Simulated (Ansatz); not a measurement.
Results of PBE0 (Ansatz, a quantum-chemistry and plane-wave program, plane waves, PAW) for 1T (CdI2-type) CaI2.

Input file:

Ansatz 0.2 input:
```yaml
crystal:
  lattice:
    - [4.48, 0.0, 0.0]
    - [-2.24, 3.879794, 0.0]
    - [0.0, 0.0, 6.96]
  atoms:
    - { symbol: Ca, position: [0.0, 0.0, 0.0] }
    - { symbol: I, position: [0.333333, 0.666667, 0.25] }
    - { symbol: I, position: [0.666667, 0.333333, 0.75] }
basis:
  ecutwfc: 460
  ecutrho_ratio: 4
  xc_grid: 2
kpoints:
  mp_grid: { grid: [6, 6, 4] }
hamiltonian:
  xc: pbe0
  dispersion: none
  pseudopotentials: { azcp: { folder: ./paw }, kind: paw }
scf:
  occupations: { method: fermi_dirac, width: 0.01 }
  convergence: { dr2_threshold: 0.0000000003 }
output:
  forces: true
  stress: true
  eigenvalues: true
```

From the output:

```
WARN the atoms were moved onto the symmetric positions of the space group found under crystal.symmetry.tolerance 1.0e-5 (fractional …
WARN output.stress: scf.exx.energy_threshold = 1e-6 eV is looser than the 3e-8 eV advised for a stress under a hybrid functional (1e-8 eV for each atom of the …
Crystal: 3 atoms, lattice volume = 120.975 Å³
Basis set: ecut = 460 eV, 2695 PW (Γ), exchange–correlation on 64×64×100 points (8 copies of the dense FFT grid, shifted against one another)
Bands: 27, of which v1, the nominal top of the filled ones, is band 22 counted from 1 (21 counted from 0)
Symmetry: 12 space group operations
Space group: P-3m1 (ITA 164), of the structure as read, at distance tolerance 4.9e-5 Å
k-points: 24 of 144
Initial density: superposition of atomic densities (chi_scale 0.1, normalization cell, long waves kept (reshape's long-wave potential 0.10 eV rms))
Functional: x = pbe(κ = 0.804, μ = 0.2195149727645171), c = pbe(β = 0.06672455060314922), warm-up for x = 0.75 pbe(κ = 0.804, μ = 0.2195149727645171) + 0.25 exact, c = pbe(β = 0.06672455060314922)
SCF iter   1: F=—  HF=-16852.221758 eV  |F-HF|=—  |Δ(HF+E_count)|=         —  Δρ=7.71e-2  dr2=2.55e1
SCF iter   2: F=—  HF=-16853.010691 eV  |F-HF|=—  |Δ(HF+E_count)|=   7.89e-1  Δρ=5.42e-2  dr2=1.61e1
  ...
Crystal: 3 atoms, lattice volume = 120.975 Å³
Initial density: handed on by an earlier stage of this run
Functional: x = 0.75 pbe(κ = 0.804, μ = 0.2195149727645171) + 0.25 exact, c = pbe(β = 0.06672455060314922)
Crystal: 3 atoms, lattice volume = 120.975 Å³
SCF 3 converged in 6 iterations: F = -16856.739015 eV  dr2 = 6.83e-11
Crystal: 3 atoms, lattice volume = 120.975 Å³
SCF iter   1: F=—  HF=-16856.739015 eV  |F-HF|=—  |Δ(HF+E_count)|=         —  Δρ=7.56e-7  dr2=6.26e-10
SCF iter   2: F=-16856.739015 eV  HF=-16856.739015 eV  |F-HF|=0.00e0  |Δ(HF+E_count)|=  1.31e-10  Δρ=1.95e-7  dr2=5.86e-11
SCF 4 converged in 2 iterations: F = -16856.739015 eV  dr2 = 5.86e-11
Free energy (F): -16856.739015 eV
Internal energy: -16856.739015 eV  (E = F + TS)
E sigma→0 (E₀):  -16856.739015 eV
Fermi energy:    5.914380 eV
--- Forces (eV/Å), atoms counted from 1 ---
  atom   1  Ca     0.00000000     0.00000000     0.00000000
  atom   2  I      0.00000000    -0.00000000     0.06363528
  atom   3  I      0.00000000     0.00000000    -0.06363528
--- Stress (GPa, compression-positive) ---
        0.901297       0.000000       0.000000
        0.000000       0.901297       0.000000
        0.000000       0.000000       1.089429
  P = ⅓ Tr σ = 0.9640 GPa (9.640 kbar)
```

The PAW data were made under PBE.

Note: cell and atoms aren't relaxed at this level (largest force component 0.06 eV/Å, pressure 1.0 GPa).

The result took very roughly 2.7 core-minutes.
